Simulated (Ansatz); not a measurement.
# Point defects in SnO

Take a 16-atom supercell of SnO in the litharge type structure (space group P4/nmm, No. 129; layered, stacked along the Cartesian z axis) at its relaxed geometry as the base.

```xyz
16
Lattice="3.7934 -3.7934 -4.7643 -3.7934 3.7934 -4.7643 3.7934 3.7934 4.7643" Properties=species:S:1:pos:R:3 pbc="T T T"
Sn     1.8967     0.0000    -3.6181
Sn    -1.8967     3.7934    -3.6181
Sn     1.8967     3.7934     1.1462
Sn     1.8967     3.7934    -3.6181
Sn     0.0000     1.8967    -1.1462
Sn     0.0000     1.8967    -5.9105
Sn     3.7934     1.8967    -1.1462
Sn     0.0000     5.6901    -1.1462
O      0.0000     0.0000    -4.7643
O      0.0000     0.0000     0.0000
O      0.0000     3.7934     0.0000
O      3.7934     0.0000     0.0000
O      1.8967     1.8967    -4.7643
O      1.8967     1.8967     0.0000
O     -1.8967     1.8967    -4.7643
O      1.8967    -1.8967    -4.7643
```

One neutral defect a cell, atoms relaxed at fixed cell.

Level of theory: r2SCAN+rVV10 (Ansatz, a quantum-chemistry and plane-wave program; PAW; 500 eV plane waves; without spin-orbit coupling).

```json
[
 {"case": "perfect supercell", "pressure": "0.0 GPa", "largest displacement of a host atom from its site in the perfect cell": "–"},
 {"case": "O interstitial (started 2.26 Å from the nearest host atom), symmetric start", "pressure": "-1.6 GPa", "largest displacement of a host atom from its site in the perfect cell": "0.21 Å"},
 {"case": "Sn on a O site (antisite), symmetric start", "pressure": "8.8 GPa", "largest displacement of a host atom from its site in the perfect cell": "0.40 Å"},
 {"case": "F on a O site", "pressure": "(withheld)", "largest displacement of a host atom from its site in the perfect cell": "(withheld)"},
 {"case": "H interstitial (started 2.26 Å from the nearest host atom)", "pressure": "0.4 GPa", "largest displacement of a host atom from its site in the perfect cell": "0.07 Å"},
 {"case": "C on a O site", "pressure": "0.1 GPa", "largest displacement of a host atom from its site in the perfect cell": "0.12 Å"}
]
```

What belongs in the blanks?


- F on a O site, pressure: -0.8 GPa
- F on a O site, largest displacement of a host atom from its site in the perfect cell: 0.16 Å

In so small a cell the defect repeats every few ångströms: this is an ordered compound, not a dilute defect. The mesh was chosen for an insulator and is coarse for the gapless case. Defects with a symmetric start kept the site's symmetry and may sit on a saddle; the others started slightly shaken. All final runs are without spin polarisation.
